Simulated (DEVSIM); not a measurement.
Structure: W/SiON/SiO2/p-Si capacitor, at 300 K.

```csv
layer (left to right),material,thickness (nm),Na (cm⁻³)
1,SiON,5.20,-
2,SiO2,1.30,-
3,Si,17000,1.2e15
```

Metal gate on the left, work function 4.6 eV. Fixed charge at the semiconductor interface 1.4e10 cm⁻² (in units of +e); no interface traps.

Constants are typed, rounded textbook-type inputs, not results; the design itself was drawn at random and stands for no fabricated device. Values at 300 K.

```csv
parameter,SiON,SiO2,Si
gap (eV),7,9,1.124
affinity (eV),1.4,0.9,4.05
permittivity,5.5,3.9,11.7
Nc (cm⁻³),-,-,2.86e19
Nv (cm⁻³),-,-,3.1e19
```

Model (solved in DEVSIM): 1D Poisson equation in equilibrium, Boltzmann statistics, complete ionisation; no quantum confinement or tunnelling. Metal contacts follow the ideal Schottky-Mott rule: no Fermi-level pinning, no interface dipoles.

### Question
Tabulate band edges, carrier densities and field at 0.1 V on the gate.

### Answer
Energies count from the Fermi level of the right contact; mesh points crowd at the junctions.

```tsv
x (μm)	Ec (eV)	Ev (eV)	n (cm⁻³)	p (cm⁻³)	field (V/cm)
0.000	3.100	-3.900	< 1e2	< 1e2	20000
0.001519	3.103	-3.897	< 1e2	< 1e2	20000
0.003611	3.107	-3.893	< 1e2	< 1e2	20000
0.005159	3.111	-3.889	< 1e2	< 1e2	20000
0.006220	3.614	-5.386	< 1e2	< 1e2	29000
0.007704	0.466	-0.658	4.3e11	2.7e8	12000
0.01145	0.470	-0.654	3.6e11	3.2e8	12000
0.02748	0.489	-0.635	1.8e11	6.5e8	11000
0.06452	0.529	-0.595	3.7e10	3.2e9	11000
0.1635	0.626	-0.498	8.8e8	1.3e11	8800
0.4139	0.789	-0.335	1600000	7.2e13	4200
1.487	0.861	-0.263	97000	1.2e15	≈ 0
3.965	0.861	-0.263	97000	1.2e15	≈ 0
10.07	0.861	-0.263	97000	1.2e15	≈ 0
15.10	0.861	-0.263	97000	1.2e15	≈ 0
16.27	0.861	-0.263	97000	1.2e15	≈ 0
16.73	0.861	-0.263	97000	1.2e15	≈ 0
16.90	0.861	-0.263	97000	1.2e15	≈ 0
16.98	0.861	-0.263	97000	1.2e15	≈ 0
17.00	0.861	-0.263	97000	1.2e15	≈ 0
17.00	0.861	-0.263	97000	1.2e15	≈ 0
17.01	0.861	-0.263	97000	1.2e15	≈ 0
```
